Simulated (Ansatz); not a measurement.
Consider the following.

```
HfO2
1.0
    3.65268     0.00000     0.00000
    0.00000     3.65268     0.00000
    0.00000     0.00000     5.28995
Hf O
2 4
Cartesian
  0.00000   0.00000   0.00000
  1.82634   1.82634   2.64497
  0.00000   1.82634   0.98631
  0.00000   1.82634   3.63128
  1.82634   0.00000   1.65866
  1.82634   0.00000   4.30364
```

No spin polarisation.

Calculations: PBEsol (Ansatz, an electronic-structure program, PAW, no spin-orbit coupling). k-mesh 9×9×7 (Γ-centred); smearing 0.05 eV (Fermi–Dirac).

Question: Predict the pressure (mean of the normal stresses, compression positive).

Answer: -12.43 GPa.

Question: What is the computed electron mass?

Answer: 2.0 mₑ along c, 0.60 mₑ across (at Γ).

Question: Estimate the band gap.

Answer: 4.43 eV.

Spin-orbit coupling, missing from the scalar runs, can matter with Hf. The cells carry an imposed strain or load. Masses are band curvatures over ±0.01 Å⁻¹ around the edge. No phonon test of stability was made. The cell was made from HfO2 (space group P4_2/nmc, No. 137) by this change: isotropic strain +2.40 %. This is not the structure that HfO2 has at room temperature and ambient pressure.
